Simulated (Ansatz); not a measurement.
Worked example: self-consistent single point of SiMo3 (Pm-3n, 8 atoms in the cell) in Ansatz (an electronic-structure program).

Method: PBE with spin-orbit coupling (plane waves, PAW; Ansatz).

```yaml
crystal:
  lattice:
    - [4.81440, 0.00000, 0.00000]
    - [0.00000, 4.81440, 0.00000]
    - [0.00000, 0.00000, 4.81440]
  atoms:
    - { symbol: Si, position: [0.50000, 0.50000, 0.50000] }
    - { symbol: Si, position: [0.00000, 0.00000, 0.00000] }
    - { symbol: Mo, position: [0.00000, 0.50000, 0.25000] }
    - { symbol: Mo, position: [0.00000, 0.50000, 0.75000] }
    - { symbol: Mo, position: [0.25000, 0.00000, 0.50000] }
    - { symbol: Mo, position: [0.75000, 0.00000, 0.50000] }
    - { symbol: Mo, position: [0.50000, 0.25000, 0.00000] }
    - { symbol: Mo, position: [0.50000, 0.75000, 0.00000] }
```

Reference input (self-consistent single point, DFT, PBE, plane waves, default PAW files): basis.ecutwfc = 420 eV; kpoints.mp_grid.grid = 5 5 5; hamiltonian.xc = pbe; hamiltonian.pseudopotentials = {kind: paw} (the program's default PAW files); scf.occupations.method = fermi_dirac; scf.occupations.width = 0.1 eV. This run's input differs from it in these lines:

Ansatz 0.2 input:
```diff
@@ -23,2 +23,5 @@
     kind: paw
+magnetization:
+  noncollinear: true
+  spin_orbit: true
 scf:
```

The program printed (abridged):

```
SCF iter   1: F=—  HF=-31021.133420 eV  |F-HF|=—  |Δ(HF+E_count)|=         —  Δρ=9.80e-2  dr2=1.26e1  dr2_m=0.00e0 (ungated)  ethr=3.10e-3  |M|=0.00e0 ∫|m|=0.00e0 μB  |m|>n=0.0e0 m-floor=0.0e0 τ_xc=0.0e0  β_m=0.30  ⟨swp⟩=5.5  Hψ=2441  notcnv=0
all-band conjugate gradients solve this SCF's bands
preconditioner: auto → Kerker (q_TF=auto, 2.642 Å⁻¹)
spin=Noncollinear: Kerker preconditioning applied to the charge; magnetization (m_x, m_y, m_z) channels mix plain (no charge-response kernel on spin).
   [... lines left out ...]
SCF iter   6: F=—  HF=-31017.155353 eV  |F-HF|=—  |Δ(HF+E_count)|=   9.74e-5  Δρ=3.70e-5  dr2=8.58e-7  dr2_m=0.00e0 (ungated)  ethr=1.03e-7  |M|=0.00e0 ∫|m|=0.00e0 μB  |m|>n=0.0e0 m-floor=0.0e0 τ_xc=0.0e0  β_m=0.98  ⟨swp⟩=2.0  Hψ=772  notcnv=0
SCF iter   7: F=-31017.155352 eV  HF=-31017.155352 eV  |F-HF|=1.78e-8  |Δ(HF+E_count)|=   1.95e-7  Δρ=7.37e-6  dr2=4.08e-8  dr2_m=0.00e0 (ungated)  ethr=1.09e-10  |M|=0.00e0 ∫|m|=0.00e0 μB  |m|>n=0.0e0 m-floor=0.0e0 τ_xc=0.0e0  ⟨swp⟩=7.3  Hψ=2198  notcnv=0
SCF 1 converged in 7 iterations: F = -31017.155352 eV  dr2 = 4.08e-8
Magnetization: |M| = 0.0000 μB,  M = (+0.0000, +0.0000, +0.0000) μB
Absolute magnetization: 0.0000 μB (∫|m|)
  site 0: m = (+0.0000, +0.0000, +0.0000) μB, |m| = 0.0000 μB  (R = 1.11 Å)
  site 1: m = (+0.0000, +0.0000, +0.0000) μB, |m| = 0.0000 μB  (R = 1.11 Å)
  site 2: m = (+0.0000, +0.0000, +0.0000) μB, |m| = 0.0000 μB  (R = 0.99 Å)
  site 3: m = (+0.0000, +0.0000, +0.0000) μB, |m| = 0.0000 μB  (R = 0.99 Å)
  site 4: m = (+0.0000, +0.0000, +0.0000) μB, |m| = 0.0000 μB  (R = 0.99 Å)
  site 5: m = (+0.0000, +0.0000, +0.0000) μB, |m| = 0.0000 μB  (R = 0.99 Å)
  site 6: m = (+0.0000, +0.0000, +0.0000) μB, |m| = 0.0000 μB  (R = 0.99 Å)
  site 7: m = (+0.0000, +0.0000, +0.0000) μB, |m| = 0.0000 μB  (R = 0.99 Å)
Free energy (F): -31017.155352 eV
   [... lines left out ...]
Fermi energy:    20.829254 eV
   [... lines left out ...]
  atom   1  Si    -0.00000000     0.00000000     0.00000000
   [... zero for the other atoms too ...]
--- Stress (GPa, compression-positive) ---
       15.410773      -0.000000       0.000000
       -0.000000      15.410773       0.000000
        0.000000       0.000000      15.410773
  P = ⅓ Tr σ = 15.4108 GPa (154.108 kbar)
  The stress holds the Pulay correction. Without it, at fixed plane waves, as pw.x and ABINIT print it: P = 15.3601 GPa
```

The run converged in 7 iterations. Against the reference run the pressure moves little (15.36 to 15.41 GPa).

The starting cell comes from a database of computed structures (which also holds hypothetical and non-ambient phases and stackings), without a prior relaxation at this level. Its lattice was rescaled by a random factor within 2.5 % of one. With a pressure of about 15 GPa the cell is away from its equilibrium volume at this level. Ansatz's pressure includes its estimate of the finite-basis (Pulay) stress.
